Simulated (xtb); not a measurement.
xtb 6.7.1, GFN2-xTB: Hf(OH)3(SH) ([OH][Hf]([OH])([OH])[SH]), 9 atoms. The geometry is a generated start, not checked to be a minimum at this level.

```json
{
  "method": "GFN2-xTB",
  "--acc": "1 (default)",
  "--etemp (K)": "300 (default)",
  "detailed input (--input)": "none: ANC optimiser, Lindh (1995) Hessian, microcycle=20, maxdispl=1.0, hlow=0.01 (default)",
  "basis_functions": "36",
  "valence_electrons": "32"
}
```

```xyz
9

Hf    -0.2676     0.0292    -0.0725
O      0.8147    -0.2800    -1.5651
H      1.6505     0.1912    -1.6609
O      0.4758    -0.7920     1.4318
H      1.0045    -0.2160     1.9933
O     -0.0188     1.8646     0.2225
H      0.6823     2.3497    -0.2235
S     -2.4344    -0.9976    -0.2832
H     -1.9070    -2.1492     0.1576
```

Charge 0 and multiplicity 1 are set for this test and not shown to be the ground state.

The structure is relaxed from this start with --opt LEVEL for the levels crude, sloppy, loose, lax, normal, tight, vtight, extreme, once each. Up to the end of the extreme run atoms move by at most 0.50 Å along an axis.

Task: Choose the cheapest level whose final energy lies within 1 meV of that of extreme.

Result: normal: 27 cycles against 44, ending 0.17 meV above.

```json
[
 {"level": "crude", "cycles": "1", "energy above the extreme run (meV)": "28", "gradient norm (eV/Å)": "0.18"},
 {"level": "sloppy", "cycles": "1", "energy above the extreme run (meV)": "28", "gradient norm (eV/Å)": "0.18"},
 {"level": "loose", "cycles": "1", "energy above the extreme run (meV)": "28", "gradient norm (eV/Å)": "0.18"},
 {"level": "lax", "cycles": "18", "energy above the extreme run (meV)": "1.9", "gradient norm (eV/Å)": "0.055"},
 {"level": "normal", "cycles": "27", "energy above the extreme run (meV)": "0.17", "gradient norm (eV/Å)": "0.036"},
 {"level": "tight", "cycles": "30", "energy above the extreme run (meV)": "0.063", "gradient norm (eV/Å)": "0.026"},
 {"level": "vtight", "cycles": "36", "energy above the extreme run (meV)": "under 0.01", "gradient norm (eV/Å)": "0.0067"},
 {"level": "extreme", "cycles": "44", "energy above the extreme run (meV)": "—", "gradient norm (eV/Å)": "0.0018"}
]
```
